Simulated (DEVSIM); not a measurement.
System: Mo/SiO2/n-Ge capacitor, at 400 K.

```tsv
layer (left to right)	material	thickness (nm)	Nd (cm⁻³)
1	SiO2	47.0	-
2	Ge	8900	4.5e15
```

Metal gate on the left, work function 4.6 eV. Fixed charge at the semiconductor interface 0 cm⁻² (in units of +e); no interface traps.

Constants are typed, rounded textbook-type inputs, not results; the design itself was drawn at random and stands for no fabricated device. Values at 300 K; Nc and Nv go as T^1.5, mobilities as T to minus their exponent, the gap by Varshni's rule with the affinity fixed.

```csv
parameter,SiO2,Ge
gap (eV),9,0.664
affinity (eV),0.9,4
permittivity,3.9,16
Nc (cm⁻³),-,1.04e19
Nv (cm⁻³),-,6e18
Varshni α (eV/K),-,0.000477
Varshni β (K),-,235
```

Simulated with DEVSIM: 1D Poisson equation in equilibrium, Boltzmann statistics, complete ionisation; no quantum confinement or tunnelling. Metal contacts follow the ideal Schottky-Mott rule: no Fermi-level pinning, no interface dipoles.

The SiO2 thickness was swept, all else fixed.

```json
[
 {"SiO2 thickness (μm)": "0.019", "minimum of the low-frequency capacitance (μF/cm²)": "0.0805", "capacitance of the dielectric stack (μF/cm²)": "0.182", "threshold voltage (band bending 2φF) (V)": "0.16"},
 {"SiO2 thickness (μm)": "0.026", "minimum of the low-frequency capacitance (μF/cm²)": "0.0691", "capacitance of the dielectric stack (μF/cm²)": "0.133", "threshold voltage (band bending 2φF) (V)": "0.14"},
 {"SiO2 thickness (μm)": "0.033", "minimum of the low-frequency capacitance (μF/cm²)": "0.0608", "capacitance of the dielectric stack (μF/cm²)": "0.105", "threshold voltage (band bending 2φF) (V)": "0.11"},
 {"SiO2 thickness (μm)": "0.04", "minimum of the low-frequency capacitance (μF/cm²)": "0.0544", "capacitance of the dielectric stack (μF/cm²)": "0.0863", "threshold voltage (band bending 2φF) (V)": "0.08"},
 {"SiO2 thickness (μm)": "0.047", "minimum of the low-frequency capacitance (μF/cm²)": "0.0489", "capacitance of the dielectric stack (μF/cm²)": "0.0735", "threshold voltage (band bending 2φF) (V)": "0.06"},
 {"SiO2 thickness (μm)": "0.056", "minimum of the low-frequency capacitance (μF/cm²)": "0.0432", "capacitance of the dielectric stack (μF/cm²)": "0.0617", "threshold voltage (band bending 2φF) (V)": "0.02"}
]
```

From the first row to the last the minimum of the low-frequency capacitance goes from 0.0805 to 0.0432. From the first row to the last the capacitance of the dielectric stack goes from 0.182 to 0.0617.
